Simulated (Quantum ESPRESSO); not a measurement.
A self-consistent single point of YB₂Mo (Amm2, 4 atoms in the cell) with Quantum ESPRESSO.

Computed with PBEsol, GBRV 1.5 ultrasoft (PBESOL) pseudopotentials (plane waves; Quantum ESPRESSO).

```
CELL_PARAMETERS angstrom
      3.14219     0.00000     0.00000
      0.00000     1.67267     5.11191
      0.00000    -1.67267     5.11191
ATOMIC_POSITIONS crystal
  Y  0.00000 0.15719 0.15719
  B  0.50000 0.52330 0.52330
  B  0.00000 0.44075 0.44075
  Mo 0.50000 0.87876 0.87876
```

Reference input (self-consistent single point, DFT, PBEsol, plane waves, GBRV 1.5 ultrasoft (PBESOL) pseudopotentials): ecutwfc = 40 Ry; ecutrho = 320 Ry; occupations = smearing; smearing = methfessel-paxton; degauss = 0.0036749 Ry; potentials = {Y: y_pbesol_v1.4.uspp.F.UPF, B: b_pbesol_v1.4.uspp.F.UPF, Mo: mo_pbesol_v1.uspp.F.UPF}; K_POINTS = automatic 11 11 11 0 0 0; conv_thr = 1e-09 Ry; mixing_beta = 0.3. This run's input differs from it in these lines:

```diff
@@ -35,3 +35,3 @@
 K_POINTS automatic
-11 11 11  0 0 0
+10 10 10  0 0 0
```

Log, with long lists cut:

```
     Self-consistent Calculation

     iteration #  1     ecut=    40.00 Ry     beta= 0.30

     total energy              =    -244.70928874 Ry
     estimated scf accuracy    <       0.55054754 Ry

     iteration #  2     ecut=    40.00 Ry     beta= 0.30

     total energy              =    -244.81549469 Ry
     estimated scf accuracy    <       0.07518574 Ry

     iteration #  3     ecut=    40.00 Ry     beta= 0.30

     total energy              =    -244.82849225 Ry
     estimated scf accuracy    <       0.02107552 Ry

   [... 8 blocks of this kind left out ...]

     iteration # 12     ecut=    40.00 Ry     beta= 0.30

     total energy              =    -244.83148959 Ry
     estimated scf accuracy    <          2.9E-09 Ry

     iteration # 13     ecut=    40.00 Ry     beta= 0.30
     End of self-consistent calculation

     Number of k-points >= 100: set verbosity='high' to print the bands.

     the Fermi energy is    14.3159 ev

!    total energy              =    -244.83148959 Ry
     estimated scf accuracy    <          4.9E-10 Ry
     smearing contrib. (-TS)   =      -0.00003882 Ry
     internal energy E=F+TS    =    -244.83145078 Ry

     convergence has been achieved in  13 iterations

     Forces acting on atoms (cartesian axes, Ry/au):

     atom    1 type  1   force =     0.00000000    0.00000000   -0.00443879
     atom    2 type  2   force =     0.00000000    0.00000000   -0.00181096
     atom    3 type  2   force =     0.00000000    0.00000000    0.00130909
     atom    4 type  3   force =     0.00000000    0.00000000    0.00494066

     Total force =     0.007008     Total SCF correction =     0.000108

          total   stress  (Ry/bohr**3)                   (kbar)     P=      -59.01
  -0.00037776   0.00000000   0.00000000          -55.57        0.00        0.00
   0.00000000  -0.00049026   0.00000000            0.00      -72.12        0.00
   0.00000000   0.00000000  -0.00033543            0.00        0.00      -49.34

   JOB DONE.
```

The run converged in 13 iterations. Against the reference run the free energy is nearly the same (within 1 meV/atom), the pressure stays at -5.90 GPa and the largest force goes from 0.150 to 0.127 eV/Å.

The starting cell comes from a database of computed structures (which also holds hypothetical and non-ambient phases and stackings), without a prior relaxation at this level. Spin polarisation is off.

Cost on one core of a shared machine: roughly 2 min.
